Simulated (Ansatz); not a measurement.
Where the default PAW files enter, the runs use the earlier of Ansatz's two default sets.

The decay constant κ of evanescent states in the gap governs leakage through a thin film.

Data:

```
MgH2
1.0
    4.47669     0.00000     0.00000
    0.00000     4.47669     0.00000
    0.00000     0.00000     2.99254
Mg H
2 4
Cartesian
  2.23834   2.23834   1.49627
  0.00000   0.00000   0.00000
  1.36284   1.36284   0.00000
  3.11385   3.11385   0.00000
  0.87551   3.60118   1.49627
  3.60118   0.87551   1.49627
```

Space group of this cell: P4_2/mnm, rutile. The cell is taken as given.

Transport runs along the normal of the first two printed cell vectors, the (001) plane of the conventional cell.

No gap correction and no spin-orbit coupling; mid-gap values are interpolated between computed energies.

Q: Predict the band gap and the smallest decay constant κ at mid-gap from r2SCAN in Ansatz (an electronic-structure program).

A: Gap 4.43 eV on a 8×8×10 mesh; κ = 0.369 1/Å, at (0.500, 0.500) of the in-plane reciprocal vectors. At the zone centre, at the nearest computed energy, the slowest state has κ = 0.49 1/Å.
